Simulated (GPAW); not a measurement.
Input and output of a self-consistent single point for SrMg₅ (P-6m2, 6 atoms in the cell) (GPAW).

Computed with PBEsol, GPAW PAW datasets PBEsol (made by gpaw-setup) (plane waves; GPAW).

The change in words: lattice scaled by 0.98. Reference geometry:
```xyz
6
Lattice="3.5220 0.0000 0.0000 -1.7610 3.0501 0.0000 0.0000 0.0000 15.3772" Properties=species:S:1:pos:R:3 pbc="T T T"
Sr     1.7610     1.0167     0.0000
Mg     0.0000     0.0000    12.4123
Mg     0.0000     0.0000     2.9649
Mg     1.7610     1.0167    10.0584
Mg     1.7610     1.0167     5.3188
Mg     0.0000     0.0000     7.6886
```

Reference input (self-consistent single point, DFT PBEsol, plane waves, GPAW PAW datasets PBEsol (made by gpaw-setup)): mode = pw; ecut = 850 eV; xc = PBEsol; kpts = 7 7 2; mesh shift (steps) = 0 0 0; occupations.name = methfessel-paxton; occupations.width = 0.136 eV; occupations.order = 0; nbands = -14; symmetry.symmorphic = false; symmetry.tolerance = 0.0005; maxiter = 100. This run's input differs from it in these lines:

```diff
@@ -5,11 +5,11 @@
 atoms = Atoms(['Sr', 'Mg', 'Mg', 'Mg', 'Mg', 'Mg'],
-              cell=[[3.521980, 0.000000, 0.000000],
-                    [-1.760990, 3.050124, 0.000000],
-                    [0.000000, 0.000000, 15.377190]],
-              positions=[[1.760992, 1.016707, 0.000000],
-                         [0.000000, 0.000000, 12.412314],
-                         [0.000000, 0.000000, 2.964876],
-                         [1.760992, 1.016707, 10.058374],
-                         [1.760992, 1.016707, 5.318816],
-                         [0.000000, 0.000000, 7.688595]],
+              cell=[[3.451540, 0.000000, 0.000000],
+                    [-1.725770, 2.989122, 0.000000],
+                    [0.000000, 0.000000, 15.069646]],
+              positions=[[1.725772, 0.996373, 0.000000],
+                         [0.000000, 0.000000, 12.164068],
+                         [0.000000, 0.000000, 2.905578],
+                         [1.725772, 0.996373, 9.857206],
+                         [1.725772, 0.996373, 5.212440],
+                         [0.000000, 0.000000, 7.534823]],
               pbc=True)
```

Log, with long lists cut:

```
     iter     time        total  log10-change:
                         energy   eigst   dens
iter:   1 --:--:--   -10.273530
iter:   2 --:--:--   -10.288481   -0.37  -1.49
iter:   3 --:--:--   -10.292083c  -1.14  -1.59
iter:   4 --:--:--   -10.265958c  -1.64  -1.62
iter:   5 --:--:--   -10.256790   -2.37  -1.86
iter:   6 --:--:--   -10.241426c  -2.61  -1.96
iter:   7 --:--:--   -10.238295c  -3.87  -2.52
iter:   8 --:--:--   -10.231339c  -3.68  -2.60
iter:   9 --:--:--   -10.231048c  -5.25  -3.30
iter:  10 --:--:--   -10.231043c  -6.19  -3.41
iter:  11 --:--:--   -10.230995c  -5.75  -3.45
iter:  12 --:--:--   -10.230996c  -6.76  -3.82
iter:  13 --:--:--   -10.230993c  -6.99  -3.87
iter:  14 --:--:--   -10.230993c  -7.31  -4.10c
iter:  15 --:--:--   -10.230992c  -8.46c -4.29c
Converged after 15 iterations.

Dipole moment: (5.828844, -3.365283, 0.000000) |e|*Ang

Energy contributions relative to reference atoms: (reference = -113633.012302)

Kinetic:         -3.412811
Potential:      +13.532173
External:        +0.000000
XC:             -19.862904
Entropy (-ST):   -0.020106
Local:           -0.477397
SIC:             +0.000000
--------------------------
Free energy:    -10.241045
Extrapolated:   -10.230992

Showing only first 2 kpts
 Kpt  Band  Eigenvalues  Occupancy
  0    28      0.74677    2.00000
  0    29      3.29777    2.00000
  0    30      3.55538    1.99959
  0    31      6.31400    0.00000

  1    28      1.85112    2.00000
  1    29      2.13083    2.00000
  1    30      4.24622    0.00027
  1    31      6.14869    0.00000

Fermi level: 3.89550

No gap
   [... lines left out ...]
  0 Sr   -0.00000    0.00000    0.00000
  1 Mg   -0.00000    0.00000    0.21236
  2 Mg   -0.00000    0.00000   -0.21236
  3 Mg    0.00000    0.00000   -0.13227
  4 Mg    0.00000    0.00000    0.13227
  5 Mg    0.00000   -0.00000    0.00000

Stress tensor:
    -0.000167     0.000000     0.000000
     0.000000    -0.000167     0.000000
     0.000000     0.000000    -0.023171
Stress (GPa, Voigt): [-0.0268 -0.0268 -3.7124  0.      0.      0.    ]
```

The run converged in 15 iterations. GPAW prints stress with tension positive. Against the reference run the free energy rises by 3.8 meV/atom, the pressure goes from -0.42 to 1.26 GPa and the largest force goes from 0.183 to 0.212 eV/Å.

The starting cell comes from a database of computed structures (which also holds hypothetical and non-ambient phases and stackings), without a prior relaxation at this level. For this run, on top of that: lattice scaled by 0.98.

Cost on one core of a shared machine: roughly 70 s.
